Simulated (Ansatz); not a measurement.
Base system: ZrO2 in the fluorite structure (space group Fm-3m, No. 225; a = 5.0893 Å).

The values are results of DFT with r2SCAN, PAW potentials and a 500 eV plane-wave cutoff in Ansatz (a program for electronic structure), spin-orbit coupling left out, not measurements.

For the base:

| Item | Result |
|---|---|
| Density | 6.21 g/cm³ |
| Band gap | 3.89 eV |

Perturbation: cell and atoms relaxed at a pressure of 15 GPa.

Question: How does this affect the density?

Answer: The density rises by 0.33 g/cm³ (6.21 g/cm³ → 6.54 g/cm³).

Question: What happens to the band gap?

Answer: The band gap grows by 0.16 eV, from 3.89 eV to 4.05 eV.

Load acts through the strain it causes; cell and atoms are relaxed under it. No phonon test of stability was made. No other phases were tried under pressure. This is not the structure that ZrO2 has at room temperature and ambient pressure.
